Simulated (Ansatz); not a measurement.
**BAs, response to strain**

The parent structure is BAs in the zinc blende structure (space group F-43m, No. 216; a = 4.7839 Å). Axes: x, y, z lie along the cube axes.

Strains are applied to the cell and any free atomic positions relax; under biaxial strain the out-of-plane vector relaxes too.

Computed with Ansatz (an electronic-structure program) r2SCAN, without spin-orbit coupling.

| biaxial strain, plane normal [111], relaxed out of plane (%) | out-of-plane strain (%) |
|---|---|
| 0 | 0.00 |
| 0.42 | -0.09 |
| 0.83 | -0.17 |
| 1.25 | ? |
| 1.67 | -0.33 |
| 2.08 | -0.41 |
| 2.5 | -0.48 |

Q: Fit ε⊥ = −νε + γε² (strains in %) to the rows shown and predict the withheld row.

A: Least squares on the printed values gives ν = 0.21 (the biaxial Poisson response) and γ = 0.008 (largest residual 0.00 %); this predicts -0.25 %, and the run gives -0.25 %, in agreement.

Stability against distortions was not tested.
